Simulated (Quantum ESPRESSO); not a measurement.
Quantum ESPRESSO 7.5, DFT, PBE, plane waves, PseudoDojo 0.5 standard norm-conserving PBE (local tails restored to the Coulomb form): unreconstructed Si(100) slab of 9 layers, 1x1 (Si9), unrelaxed, 9 atoms. Basis and mesh were picked for this test and aren't claimed converged.

```
Item                                                 Value
------------------------  --------------------------------
cell                      3.84, 3.84, 24.86 Å; 90, 90, 90°
task                                                   scf
k mesh                                               7×7×1
ecutwfc                                              36 Ry
ecutrho                                             144 Ry
occupations                                       smearing
smearing                                                mv
degauss                                            0.02 Ry
conv_thr                                          9e-09 Ry
tprnfor                                               true
tstress                                              false
k-point pools (-nk)                                      4
diagonalization                            david (default)
mixing_mode                                plain (default)
mixing_beta                                  0.7 (default)
mixing_ndim                                    8 (default)
k-points computed                                       10
bands                                                   22
electrons                                               36
G-vectors of the density                             72115
FFT grid                                         30×30×180
symmetry operations                                      8
```

Machine A. Machine: one whole node, Intel Xeon 6 (Granite Rapids), 96 cores on 1 socket, 2 hardware threads a core, 3 L3 cache groups, 3 NUMA nodes.

Machine B. It runs on a single node (AMD EPYC (Zen 5), 96 cores on 1 socket, no SMT, 12 L3 cache groups; 94 cores' worth of CPU time may be used).

Each time is the median wall time of two to five repeats, run one at a time on the otherwise empty machine; start-up is included. Processes are pinned to neighbouring cores unless said otherwise. Build: conda-forge: Open MPI 5.0, OpenMP, OpenBLAS 0.3.34 (pthreads), FFTW, ScaLAPACK, ELPA. Other compilers and libraries give other times. Scratch files lie in a memory file system.

On machine A:

```
run                                  wall time on A
-----------------------------------  --------------
32 ranks                                      2.5 s
8 ranks × 4 threads, 1 BLAS thread            4.8 s
16 ranks × 2 threads, 1 BLAS thread           3.2 s
4 ranks × 8 threads, 1 BLAS thread             12 s
```

Task: What do these runs take on the other node, and does the best choice change?

Result: 
```tsv
run	A	B	B over A
32 ranks	2.5 s	2.2 s	0.86
8 ranks × 4 threads, 1 BLAS thread	4.8 s	3.3 s	0.70
16 ranks × 2 threads, 1 BLAS thread	3.2 s	2.5 s	0.77
4 ranks × 8 threads, 1 BLAS thread	12 s	6.9 s	0.56
```

B takes 0.56 to 0.86 times the time of A. The shortest run is 32 ranks on both.
